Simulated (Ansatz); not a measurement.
**Ti3O5: response to strain**

Take Ti$_{3}$O$_{5}$ (space group C2/m, No. 12) as the base.

```
Ti3O5
1.0
    4.81481    -1.92409     0.00000
    4.81481     1.92409     0.00000
   -0.17934     0.00000     9.17851
Ti O
6 10
Direct
  0.94315   0.94315   0.64108
  0.05685   0.05685   0.35892
  0.86622   0.86622   0.95541
  0.13378   0.13378   0.04459
  0.22241   0.22241   0.73847
  0.77759   0.77759   0.26153
  0.58627   0.58627   0.34021
  0.41373   0.41373   0.65979
  0.67034   0.67034   0.05389
  0.32966   0.32966   0.94611
  0.87101   0.87101   0.44267
  0.12899   0.12899   0.55733
  0.24415   0.24415   0.24430
  0.75585   0.75585   0.75570
  0.04209   0.04209   0.84737
  0.95791   0.95791   0.15263
```

Cartesian axes are those of the cell as printed.

Strains are applied to the cell and any free atomic positions relax; under biaxial strain the out-of-plane vector relaxes too.

Calculations: PBEsol, PAW, 420 eV (Ansatz, a program for electronic structure; without spin-orbit coupling).

Notes on the quantities. pressure: mean of the normal stresses, compression positive.

| change | pressure | shortest interatomic distance |
|---|---|---|
| base | 0.0 GPa | 1.875 Å |
| biaxial strain −1.23 %, plane normal [001], relaxed out of plane | 3.3 GPa | ___ |
| biaxial strain +2.83 %, plane normal [001], relaxed out of plane | -6.2 GPa | 1.892 Å |
| isotropic strain +1.13 % | -6.0 GPa | 1.898 Å |
| uniaxial strain ε_yy = −1.00 % | 2.5 GPa | ___ |

Task: What belongs in the blanks?

Result: 
- biaxial strain −1.23 %, plane normal [001], relaxed out of plane, shortest interatomic distance: 1.871 Å
- uniaxial strain ε_yy = −1.00 %, shortest interatomic distance: 1.868 Å

Without a gap, meshes like the base's 11×11×4 leave anisotropic stresses uncertain by several tenths of a GPa, and small strain energies with them. No phonon test of stability was made. No Hubbard U is applied, and correlation can decide whether such a compound is a metal. The final runs are not spin-polarised.
